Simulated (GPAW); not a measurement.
Parameter sweep on Y2In8Co (P4/mmm, 11 atoms in the cell)

```yaml
crystal:
  lattice:
    - [4.70989, 0.00000, 0.00000]
    - [0.00000, 4.70989, 0.00000]
    - [0.00000, 0.00000, 12.05409]
  atoms:
    - { symbol: Y, position: [0.00000, 0.00000, 0.69385] }
    - { symbol: Y, position: [0.00000, 0.00000, 0.30615] }
    - { symbol: In, position: [0.50000, 0.00000, 0.88040] }
    - { symbol: In, position: [0.50000, 0.00000, 0.11960] }
    - { symbol: In, position: [0.00000, 0.50000, 0.88040] }
    - { symbol: In, position: [0.00000, 0.50000, 0.11960] }
    - { symbol: In, position: [0.50000, 0.00000, 0.50000] }
    - { symbol: In, position: [0.00000, 0.50000, 0.50000] }
    - { symbol: In, position: [0.50000, 0.50000, 0.69776] }
    - { symbol: In, position: [0.50000, 0.50000, 0.30224] }
    - { symbol: Co, position: [0.00000, 0.00000, 0.00000] }
```

Base run A: LDA (Perdew-Wang 92), LCAO dzp, GPAW PAW datasets LDA (gpaw-data 1.0.1) run with GPAW, self-consistent single point.

Its settings: mode = lcao; h = 0.18 Å; basis = dzp; xc = LDA; kpts = 3 3 2; mesh shift (steps) = 0 0 0; occupations.name = fermi-dirac; occupations.width = 0.1 eV; convergence.density = 1e-05 e/electron; symmetry.symmorphic = false; symmetry.tolerance = 0.0005; maxiter = 150.

The starting cell comes from a database of computed structures (which also holds hypothetical and non-ambient phases and stackings), without a prior relaxation at this level. Its lattice was rescaled by a random factor within 2.5 % of one. Spin polarisation is off. Values carry the incompleteness of an atom-centred basis. Without a gap this mesh is coarse (it stands for a supercell whose shortest vector is 14 Å).

ΔF is the free energy per atom less that of run A. 

```json
[
 {"run": "A", "occupations.width": "0.1 eV", "ΔF (meV/atom)": "0.00", "largest force (eV/Å)": "0.268", "TS (meV/atom)": "19.0"},
 {"run": "B", "occupations.width": "0.002 eV", "ΔF (meV/atom)": "12.2", "largest force (eV/Å)": "0.312", "TS (meV/atom)": "0.1"},
 {"run": "C", "occupations.width": "0.01 eV", "ΔF (meV/atom)": "11.7", "largest force (eV/Å)": "0.303", "TS (meV/atom)": "0.8"},
 {"run": "D", "occupations.width": "0.025 eV", "ΔF (meV/atom)": "10.4", "largest force (eV/Å)": "0.296", "TS (meV/atom)": "2.3"},
 {"run": "E", "occupations.width": "0.05 eV", "ΔF (meV/atom)": "7.7", "largest force (eV/Å)": "0.288", "TS (meV/atom)": "6.1"},
 {"run": "F", "occupations.width": "0.15 eV", "ΔF (meV/atom)": "-11.7", "largest force (eV/Å)": "0.253", "TS (meV/atom)": "42.0"},
 {"run": "G", "occupations.width": "0.2 eV", "ΔF (meV/atom)": "-28.1", "largest force (eV/Å)": "0.242", "TS (meV/atom)": "75.9"}
]
```

Run G against A: The free energy goes down by 28.1 meV/atom and the largest force goes from 0.268 to 0.242 eV/Å.

Run E against A: The free energy goes up by 7.7 meV/atom and the largest force goes from 0.268 to 0.288 eV/Å.
